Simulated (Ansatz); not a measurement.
The starting structures come from a database of crystals and need not be the phases stable at ambient conditions.

 Where the default PAW files enter, the runs use the earlier of Ansatz's two default sets.

Data:

```
CELL_PARAMETERS angstrom
      3.37770     0.00000     0.00000
      0.00000     5.39653     0.00000
      0.00000     0.00000     4.42562
ATOMIC_POSITIONS crystal
  Fe 0.50000 0.50000 0.50000
  Fe 0.00000 0.00000 0.00000
  S  0.50000 0.87818 0.29959
  S  0.50000 0.12182 0.70041
  S  0.00000 0.62182 0.79959
  S  0.00000 0.37818 0.20041
```

Space group of this cell: Pnnm. The cell is taken as given; by PBEsol its mean pressure is -5.9 GPa.

The numbers are results of PBEsol (plane waves, PAW; Ansatz, a first-principles code), not measurements.

The current runs along the normal of the first two printed vectors; no spin-orbit coupling. Scaled by the factor s: the length along the current (ions clamped). Meshes 10×6×8 and 10×6 across the current in all rows.

```csv
s,mean pressure (GPa),slowest mid-gap decay constant κ (1/Å)
0.97,-1.2,0.163
1.00,-5.9,0.147
1.03,-9.7,?
```

**Question.** Take the slope of the slowest mid-gap decay constant κ against ln s from the two given rows, extrapolate to s = 1.03, and say what the run there gives.

**Answer.** Slope = (0.163 − 0.147) / ln 0.97 = -0.525 1/Å. The line gives 0.147 + (-0.525) × ln 1.03 = 0.131 1/Å. The run gives 0.131 1/Å, as the line does.
